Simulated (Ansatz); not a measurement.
## ZnS in the zinc blende structure (space group F-43m, No. 216)

```yaml
crystal:
  lattice:
    - [0.00000, 2.72175, 2.72175]
    - [2.72175, 0.00000, 2.72175]
    - [2.72175, 2.72175, 0.00000]
  atoms:
    - { symbol: S, position: [0.75000, 0.75000, 0.75000] }
    - { symbol: Zn, position: [0.00000, 0.00000, 0.00000] }
```

All numbers come from DFT with PBE, PAW potentials and a 420 eV plane-wave cutoff in Ansatz (an electronic-structure program), spin-orbit coupling left out, earlier PAW set. Settings: 10×10×10 k-points, 0.05 eV Fermi–Dirac smearing.

Volume per atom: 20.16 Å³
Density: 4.01 g/cm³
Band gap: 2.01 eV, direct at Γ
Electron mass: 0.17 mₑ
Hole mass (degenerate bands, along [100]): 0.18, 0.72, 0.72 mₑ
Lowest conduction-band minima above the VBM: Γ 2.01 eV; L along ⟨111⟩ 3.26 eV; X along ⟨100⟩ 3.45 eV
Total energy: -2111.368 eV/atom (σ→0; compares only within this code and set-up)

Masses are band curvatures over ±0.01 Å⁻¹ around the edge. No phonon test of stability was made.
